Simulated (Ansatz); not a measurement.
Consider SnO2 in the rutile structure (space group P4_2/mnm, No. 136; a = 4.828 Å, c = 3.238 Å).

Levels (all Ansatz, an electronic-structure program, PAW, earlier PAW set): PBE (420 eV, no spin-orbit coupling); r2SCAN (500 eV, without spin-orbit coupling).

Levels that relaxed their own cell: PBE and r2SCAN.

```tsv
level	lattice parameter a	lattice parameter c
PBE	4.828 Å	3.238 Å
r2SCAN	4.759 Å	3.200 Å
```

Measured: lattice parameter a 4.73735 Å (room temperature; as listed in Zenji Hiroi, Progress in Solid State Chemistry (2015)); lattice parameter c 3.1864 Å (room temperature; as listed in Zenji Hiroi, Progress in Solid State Chemistry (2015)).

Computed minus measured — lattice parameter a: PBE +1.9 %, r2SCAN +0.4 % (closest: r2SCAN); lattice parameter c: PBE +1.6 %, r2SCAN +0.4 % (closest: r2SCAN). Measured values not marked as corrected hold thermal and zero-point effects that the static-lattice runs lack.

No phonon test of stability was made. The base started in Pnnm and relaxed to P4_2/mnm at this level.
